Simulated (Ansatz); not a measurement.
Levels about the gap of amorphous Ti$_{20}$O$_{43}$In$_{2}$ (65 atoms in a cell of 818 Å³, 3.80 g/cm³; zone centre alone, so wide bands show as single levels with stretches between that a denser mesh fills), at the geometry that PBE relaxed, where it gives 0.0 GPa on a denser mesh. The participation number counts the atoms over which a state spreads; weights are charges in smoothed Voronoi cells. The levels come from a single point, so bond lengths are those of that geometry. Method of the levels: PBE, scalar-relativistic without spin-orbit coupling (Ansatz, an electronic-structure program). Sampling: the zone centre alone; Fermi-Dirac width 0.02 eV; no spin polarisation.

The cell was made by melting and quenching with the CHGNet potential and then relaxed with DFT. O atoms were pushed apart under 1.9 Å during the dynamics, to hinder bonds among them. The hot cell started wider than the set density and was brought back towards it in steps. It is the lowest in DFT energy of 2 quenches. It is a model cell: composition and starting density were chosen by hand, and all elements were melted together. No dispersion term was used. Its density started from a set value of 3.87 and ended at 3.80 g/cm³. The simulated quench (nominally 360 K/ps over its main leg) is rapid and tends to freeze in more defects than a deposited or slowly cooled glass has. Values belong to this one cell and scatter from quench to quench. Volume and shape were free in the relaxation. On a 2×2×2 Γ-centred mesh force components of up to 0.17 eV/Å stay, since the relaxation ran on the zone centre alone.

```csv
"E - E(highest filled), eV",filling,participation number,largest on,weight O,weight Ti,weight In
-0.28,filled,30.8,"O, 3 neighbours",0.92,0.07,0.01
-0.21,filled,22.3,"O, 2 neighbours",0.93,0.07,0.00
-0.19,filled,24.4,"O, 3 neighbours",0.92,0.08,0.00
-0.15,filled,18.3,"O, 3 neighbours",0.93,0.07,0.00
-0.12,filled,20.3,"O, 3 neighbours",0.92,0.08,0.00
-0.09,filled,23.6,"O, 3 neighbours",0.93,0.07,0.00
0.00,filled,13.3,"O, 3 neighbours",0.93,0.06,0.00
2.72,empty,9.8,"Ti, 6 neighbours",0.20,0.78,0.02
2.82,empty,10.6,"Ti, 6 neighbours",0.20,0.79,0.01
2.90,empty,11.0,"Ti, 6 neighbours",0.19,0.81,0.00
2.93,empty,16.0,"Ti, 6 neighbours",0.21,0.77,0.02
2.99,empty,13.4,"Ti, 6 neighbours",0.21,0.75,0.04
2.99,empty,19.5,"Ti, 6 neighbours",0.19,0.80,0.00
3.03,empty,15.9,"Ti, 6 neighbours",0.20,0.80,0.01
```

Most localised among these is the empty level at +2.72 eV, on a Ti atom, which has 6 neighbours (O 1.83 Å, O 1.83 Å, O 1.95 Å, O 1.99 Å, O 2.08 Å, O 2.44 Å).
